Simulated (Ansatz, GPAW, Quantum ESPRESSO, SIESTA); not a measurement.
Code comparison for NbAl₃ (I4/mmm, 4 atoms in the cell)

Self-consistent single point, at a second geometry (lattice scaled by 0.98). First geometry:

```xyz
4
Lattice="-1.9544 1.9544 4.3762 1.9544 -1.9544 4.3762 1.9544 1.9544 -4.3762" Properties=species:S:1:pos:R:3 pbc="T T T"
Al     0.0000     0.0000     4.3762
Al     0.0000     1.9544     2.1881
Al     1.9544     0.0000     2.1881
Nb     0.0000     0.0000     0.0000
```

Shared settings, as Ansatz (a quantum-chemistry and plane-wave program) writes them: kpoints.mp_grid.grid = 12 12 12; scf.occupations.method = fermi_dirac; scf.occupations.width = 0.01 Ry. Potentials and cutoffs stand in the table.

| code | model | ΔF from the first geometry (meV/atom) | pressure (GPa) | cutoff |
|---|---|---|---|---|
| GPAW | PBEsol, GPAW PAW datasets PBEsol (made by gpaw-setup) | -25.4 | -0.45 | 600 eV |
| Quantum ESPRESSO | PBEsol, GBRV 1.5 ultrasoft (PBESOL) pseudopotentials | -27.2 | -0.79 | 40 Ry |
| SIESTA | GGA PBEsol, numerical atomic orbitals TZP, PseudoDojo PBEsol standard norm-conserving potentials (rewritten from UPF to PSML) | -30.3 | -1.16 | grid 400 Ry |
| Ansatz | PBEsol, PAW files made with PBE | -26.2 | -0.61 | default |

On Ansatz's run: spin polarisation is off.

The spread over the programs that give each value: ΔF from the first geometry within 4.9 meV/atom; pressure within 0.71 GPa.

SIESTA uses small atom-centred bases, whose incompleteness enters pressures, forces and empty levels differently from a plane-wave cutoff. Ansatz's pressure is given at a fixed set of plane waves, as the other plane-wave codes print theirs.

The starting cell comes from a database of computed structures (which also holds hypothetical and non-ambient phases and stackings), without a prior relaxation at this level. Its lattice was rescaled by a random factor within 2.5 % of one. For this run, on top of that: lattice scaled by 0.98.

Keys are those of Ansatz 0.2.
